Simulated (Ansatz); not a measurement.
Defect migration in wurtzite GaN: interstitial O, charge state -2. All values below come from PBE, PAW (plane waves to 420 eV; Ansatz, a quantum-chemistry and plane-wave program).

Settings: 72 host sites, the relaxed PBE lattice, one k-point at (0.125, 0.250, 0.250), smearing 0.01 eV, spin-restricted, no image-charge correction. Energies are static. The charge state is imposed; whether it is stable for some Fermi level was not computed. Sites that were not tried may lie lower.

Barriers: single points on a 2×2×2 k-point mesh shifted by half a step along c at the bands' geometries.

The step: O moves alone to another site; the atom moves 3.22 Å along (1.00, 1.00, 0.00) of the unit cell; the moving atom starts with neighbours 3 Ga at 1.90; N at 2.38, 2 N at 2.39 Å and ends with 3 Ga at 1.90; 2 N at 2.39, N at 2.39 Å.

Question: Estimate the migration barrier of this step that PBE, PAW returns for this input.

Answer: 2.13 eV, the same both ways. At the saddle the moving atom has neighbours Ga at 1.81, Ga at 1.89, Ga at 1.92, Ga at 2.03; N at 2.14, N at 2.34 Å. The check of the saddle point's order was inconclusive.
